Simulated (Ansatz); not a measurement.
# MgTe: thickness series

Consider MgTe in the wurtzite structure (space group P6_3mc, No. 186).

```yaml
crystal:
  lattice:
    - [4.56094, 0.00000, 0.00000]
    - [-2.28047, 3.94989, 0.00000]
    - [0.00000, 0.00000, 7.41296]
  atoms:
    - { symbol: Mg, position: [0.66667, 0.33333, 0.00098] }
    - { symbol: Mg, position: [0.33333, 0.66667, 0.50098] }
    - { symbol: Te, position: [0.66667, 0.33333, 0.62422] }
    - { symbol: Te, position: [0.33333, 0.66667, 0.12422] }
```

Cartesian axes are those of the cell as printed.

Free-standing slabs (4 atom(s) a layer) normal to the y axis with 15 Å of vacuum; in-plane cell held at bulk.

Method: Ansatz (a program for electronic structure) PBEsol, scalar-relativistic without spin-orbit coupling.

Base values:

| Property | Value |
|---|---|
| Band gap | 2.39 eV |

### Question
The aim is a band gap between 2.81 eV and 2.96 eV. Which of these changes reaches it?
A) 4 layers
B) 3 layers
C) 2 layers
D) 1 layer

### Answer
D, 1 layer. It gives 2.87 eV; 4 layers gives 2.41 eV; 2 layers gives 2.49 eV; 3 layers gives 2.45 eV. Changes not listed may reach it too

With Te present, leaving out spin-orbit coupling can change the band edges. Whether these cells are dynamically stable was not tested.
